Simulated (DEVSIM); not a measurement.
System: Ti/Al2O3/n-Ge capacitor, at 300 K.

Layer 1 from the left is Al2O3, thickness (nm) 3.40. Layer 2 from the left is Ge, thickness (nm) 16000, Nd (cm⁻³) 1.4e15.

Metal gate on the left, work function 4.33 eV. Fixed charge at the semiconductor interface 0 cm⁻² (in units of +e); no interface traps.

This is a model device: material constants are rounded textbook-type values typed into the input, and sizes, dopings and lifetimes were drawn at random. Values at 300 K.

Al2O3: gap (eV) 6.8, affinity (eV) 1.35, permittivity 9. Ge: gap (eV) 0.664, affinity (eV) 4, permittivity 16, Nc (cm⁻³) 1.04e19, Nv (cm⁻³) 6e18.

Simulated with DEVSIM: 1D Poisson equation in equilibrium, Boltzmann statistics, complete ionisation; no quantum confinement or tunnelling. Metal contacts follow the ideal Schottky-Mott rule: no Fermi-level pinning, no interface dipoles.

**Question.** What does the simulation give for the flat-band voltage, the minimum of the low-frequency capacitance, the threshold voltage (band bending 2φF)?

**Answer.** flat-band voltage 0.10 V; minimum of the low-frequency capacitance 0.0377 μF/cm²; threshold voltage (band bending 2φF) -0.12 V.
